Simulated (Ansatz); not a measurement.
Electronic density of states of amorphous Hf₁₈O₄₁Ta₂, density 8.88 g/cm³, on a 2×2×2 Γ-centred mesh with a Gaussian width of 0.1 eV; energies count from the Fermi level, whose place inside the gap is arbitrary. Cell and mesh are small, so fine structure isn't converged. Method: PBE, scalar-relativistic without spin-orbit coupling (plane waves to 420 eV, PAW; Ansatz, a program for electronic structure). Sampling: a 2×2×2 Γ-centred mesh; Fermi-Dirac width 0.02 eV; no spin polarisation. At PBE the levels at both edges of the gap are localised (band-tail or defect states), and the nearest spread-out levels lie 4.0 eV apart at the zone centre.

The cell was made by melting and quenching with the CHGNet potential and then relaxed with DFT. O atoms were pushed apart under 1.9 Å during the dynamics, to hinder bonds among them. The hot cell started wider than the set density and was brought back towards it in steps. It is the lowest in DFT energy of 2 quenches. It is a model cell: composition and starting density were chosen by hand, and all elements were melted together. No dispersion term was used. Its density started from a set value of 8.88 and ended at 8.88 g/cm³. The simulated quench (nominally 300 K/ps over its main leg) is rapid and tends to freeze in more defects than a deposited or slowly cooled glass has. Values belong to this one cell and scatter from quench to quench. The volume was held where the preparation left it and the shape relaxed, at a PBE pressure of -2.6 GPa (tension). Stress components on the final sampling reach 2.6 GPa.

| E - EF (eV) | states/(eV atom) |
|---|---|
| -12.00 | 4.26 |
| -11.90 | 2.06 |
| -11.80 | 0.37 |
| -11.70 | 0.02 |
| -11.60 | 0.00 |
| -11.50 | 0.00 |
| -11.40 | 0.00 |
| -11.30 | 0.00 |
| -11.20 | 0.00 |
| -11.10 | 0.00 |
| -11.00 | 0.00 |
| -10.90 | 0.00 |
| -10.80 | 0.00 |
| -10.70 | 0.00 |
| -10.60 | 0.00 |
| -10.50 | 0.00 |
| -10.40 | 0.00 |
| -10.30 | 0.00 |
| -10.20 | 0.00 |
| -10.10 | 0.00 |
| -10.00 | 0.00 |
| -9.90 | 0.00 |
| -9.80 | 0.00 |
| -9.70 | 0.00 |
| -9.60 | 0.00 |
| -9.50 | 0.00 |
| -9.40 | 0.00 |
| -9.30 | 0.00 |
| -9.20 | 0.00 |
| -9.10 | 0.00 |
| -9.00 | 0.00 |
| -8.90 | 0.00 |
| -8.80 | 0.00 |
| -8.70 | 0.00 |
| -8.60 | 0.00 |
| -8.50 | 0.00 |
| -8.40 | 0.00 |
| -8.30 | 0.00 |
| -8.20 | 0.00 |
| -8.10 | 0.00 |
| -8.00 | 0.00 |
| -7.90 | 0.00 |
| -7.80 | 0.00 |
| -7.70 | 0.00 |
| -7.60 | 0.00 |
| -7.50 | 0.00 |
| -7.40 | 0.03 |
| -7.30 | 0.10 |
| -7.20 | 0.15 |
| -7.10 | 0.24 |
| -7.00 | 0.35 |
| -6.90 | 0.41 |
| -6.80 | 0.43 |
| -6.70 | 0.39 |
| -6.60 | 0.45 |
| -6.50 | 0.51 |
| -6.40 | 0.58 |
| -6.30 | 0.65 |
| -6.20 | 0.71 |
| -6.10 | 0.71 |
| -6.00 | 0.64 |
| -5.90 | 0.74 |
| -5.80 | 0.88 |
| -5.70 | 0.87 |
| -5.60 | 0.84 |
| -5.50 | 0.84 |
| -5.40 | 0.79 |
| -5.30 | 0.74 |
| -5.20 | 0.82 |
| -5.10 | 0.90 |
| -5.00 | 0.80 |
| -4.90 | 0.74 |
| -4.80 | 0.83 |
| -4.70 | 0.83 |
| -4.60 | 0.80 |
| -4.50 | 0.83 |
| -4.40 | 0.86 |
| -4.30 | 0.88 |
| -4.20 | 0.80 |
| -4.10 | 0.76 |
| -4.00 | 0.82 |
| -3.90 | 0.90 |
| -3.80 | 0.96 |
| -3.70 | 0.94 |
| -3.60 | 0.90 |
| -3.50 | 0.95 |
| -3.40 | 0.99 |
| -3.30 | 0.98 |
| -3.20 | 0.97 |
| -3.10 | 0.97 |
| -3.00 | 0.99 |
| -2.90 | 0.98 |
| -2.80 | 0.96 |
| -2.70 | 0.99 |
| -2.60 | 0.94 |
| -2.50 | 0.86 |
| -2.40 | 0.81 |
| -2.30 | 0.70 |
| -2.20 | 0.52 |
| -2.10 | 0.39 |
| -2.00 | 0.32 |
| -1.90 | 0.26 |
| -1.80 | 0.22 |
| -1.70 | 0.10 |
| -1.60 | 0.01 |
| -1.50 | 0.00 |
| -1.40 | 0.00 |
| -1.30 | 0.00 |
| -1.20 | 0.00 |
| -1.10 | 0.00 |
| -1.00 | 0.00 |
| -0.90 | 0.00 |
| -0.80 | 0.00 |
| -0.70 | 0.00 |
| -0.60 | 0.00 |
| -0.50 | 0.00 |
| -0.40 | 0.00 |
| -0.30 | 0.00 |
| -0.20 | 0.00 |
| -0.10 | 0.00 |
| 0.00 | 0.00 |
| 0.10 | 0.00 |
| 0.20 | 0.00 |
| 0.30 | 0.00 |
| 0.40 | 0.00 |
| 0.50 | 0.00 |
| 0.60 | 0.00 |
| 0.70 | 0.00 |
| 0.80 | 0.00 |
| 0.90 | 0.00 |
| 1.00 | 0.00 |
| 1.10 | 0.00 |
| 1.20 | 0.00 |
| 1.30 | 0.00 |
| 1.40 | 0.00 |
| 1.50 | 0.00 |
| 1.60 | 0.01 |
| 1.70 | 0.10 |
| 1.80 | 0.26 |
| 1.90 | 0.23 |
| 2.00 | 0.10 |
| 2.10 | 0.19 |
| 2.20 | 0.26 |
| 2.30 | 0.29 |
| 2.40 | 0.39 |
| 2.50 | 0.46 |
| 2.60 | 0.51 |
| 2.70 | 0.53 |
| 2.80 | 0.54 |
| 2.90 | 0.59 |
| 3.00 | 0.63 |
| 3.10 | 0.68 |
| 3.20 | 0.72 |
| 3.30 | 0.67 |
| 3.40 | 0.66 |
| 3.50 | 0.69 |
| 3.60 | 0.69 |
| 3.70 | 0.78 |
| 3.80 | 0.77 |
| 3.90 | 0.75 |
| 4.00 | 0.75 |
| 4.10 | 0.73 |
| 4.20 | 0.71 |
| 4.30 | 0.70 |
| 4.40 | 0.74 |
| 4.50 | 0.74 |
| 4.60 | 0.67 |
| 4.70 | 0.63 |

The gap between localised states on this mesh is 3.52 eV; the broadening fills part of it in the curve.
